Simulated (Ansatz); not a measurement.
Abridged Ansatz (an electronic-structure program) output:

```
Relaxation: its limit of steps is 50 (relax.max_steps)
Pseudopotential: Al, paw, valence charge 3
Pseudopotential: Cu, paw, valence charge 19
Crystal: 6 atoms, lattice volume = 86.382 Å³
Basis set: ecut = 500 eV, 2161 PW (Γ), exchange–correlation on 144×144×144 points (64 copies of the dense FFT grid, shifted against one another)
Bands: 31, of which v1, the nominal top of the filled ones, is band 25 counted from 1 (24 counted from 0)
Symmetry: 8 space group operations
k-points: 280 of 1728
Functional: x = r2scan, c = r2scan; τ floored in thin density (d = 2e-4 eV/Å³)
SCF iter   1: F=—  HF=-15425.131719 eV  |F-HF|=—  |Δ(HF+E_count)|=         —  Δρ=2.96e-2  dr2=5.80e-1  dr2_τ=1.97e-2  ethr=1.77e-3  ⟨swp⟩=8.1  Hψ=43957  notcnv=0  defer=24
SCF iter   2: F=—  HF=-15425.165334 eV  |F-HF|=—  |Δ(HF+E_count)|=   3.36e-2  Δρ=2.29e-2  dr2=2.30e-1  dr2_τ=2.87e-3  ethr=1.16e-3  ⟨swp⟩=2.0  Hψ=16319  notcnv=0  defer=238
SCF 1 converged in 9 iterations: F = -15425.083641 eV  dr2 = 1.47e-9
relax step   1: F+E_penalty+E_count = -15425.08364059 eV  Δ(F+E_penalty+E_count) = +0.000e0 eV  max|allowed force component| = 1.393e-4 eV/Å  Δτ_max = 0.0000 Å  P = +0.006 GPa  Ω = 86.382 Å³  (9 SCF iters, dr2 threshold 1.00e-7 eV, accepted)
[... steps on the carried basis left out ...]
relax step   5: F+E_penalty+E_count = -15425.08310436 eV  Δ(F+E_penalty+E_count) = -2.283e-5 eV  max|allowed force component| = 1.599e-4 eV/Å  Δτ_max = 0.0000 Å  P = -0.168 GPa  Ω = 86.512 Å³  stress off target by 4.29e-3 GPa  SCF on the basis re-selected at this cell (its energy is not comparable with the rows above)  (7 SCF iters)
SCF converged after 7 iterations
Free energy (F): -15425.083104 eV
Internal energy: -15425.066905 eV  (E = F + TS)
E sigma→0 (E₀):  -15425.075005 eV
Entropy (-TS):   -0.016200 eV (-2.700 meV/atom)
Fermi energy:    10.774016 eV
--- Forces (eV/Å), atoms counted from 1 ---
  atom   1  Al    -0.00002471    -0.00015987     0.00000000
  atom   2  Al    -0.00002471     0.00015987     0.00000000
  atom   3  Al     0.00002471    -0.00015987     0.00000000
  atom   4  Al     0.00002471     0.00015987     0.00000000
  atom   5  Cu     0.00000000     0.00000000     0.00000000
  atom   6  Cu    -0.00000000     0.00000000     0.00000000
--- Stress (GPa, compression-positive) ---
       -0.502189       0.000000       0.000000
        0.000000       0.001282       0.000000
        0.000000       0.000000      -0.004289
  P = ⅓ Tr σ = -0.1684 GPa (-1.684 kbar)
--- Relaxed structure (4 steps of the walk, 4 accepted, 1 SCFs on fresh bases) ---
  cell:  # Å, volume = 86.5116 Å³
    - [-3.0150596395060387, 2.997374468345018, 2.393190573980093]
    - [3.0150596395060387, -2.997374468345018, 2.393190573980093]
    - [3.0150596395060387, 2.997374468345018, -2.393190573980093]
  atoms:
    - { symbol: Al, position: [0.6585440242456306, 0.15944342940491565, 0.8179874536505463] }
    - { symbol: Al, position: [0.8414559757543695, 0.659443429404916, 0.5008994051592852] }
    - { symbol: Al, position: [0.15854402424563063, 0.34055657059508426, 0.4991005948407149] }
    - { symbol: Al, position: [0.3414559757543694, 0.8405565705950843, 0.18201254634945369] }
    - { symbol: Cu, position: [0.25, 0.25, 1.8804689773028225e-20] }
    - { symbol: Cu, position: [0.7500000000000001, 0.7500000000000001, 1.8804689773028225e-20] }
```

**Question.** What was computed, and what are the main results?

**Answer.** Al2Cu, 6 atoms in the cell, with r2SCAN, PAW, 500 eV (Ansatz; spin-orbit coupling left out), from a series relaxed to a target (uniaxial stress, 0.5 GPa tension along x). The last SCF converged to F = -15425.083104 eV, or -2570.8472 eV per atom. The total energy compares only with runs of the same code, potentials and settings.

Without a gap, meshes like the base's 12×12×12 leave anisotropic stresses uncertain by several tenths of a GPa, and small strain energies with them. Load acts through the strain it causes; cell and atoms are relaxed under it. Beyond what the load breaks, stability against distortions was not tested. The final runs are not spin-polarised. The cell was made from Al₂Cu (space group I4/mcm, No. 140) by this change: uniaxial stress, 0.5 GPa tension along x.

Keys are those of Ansatz 0.2.
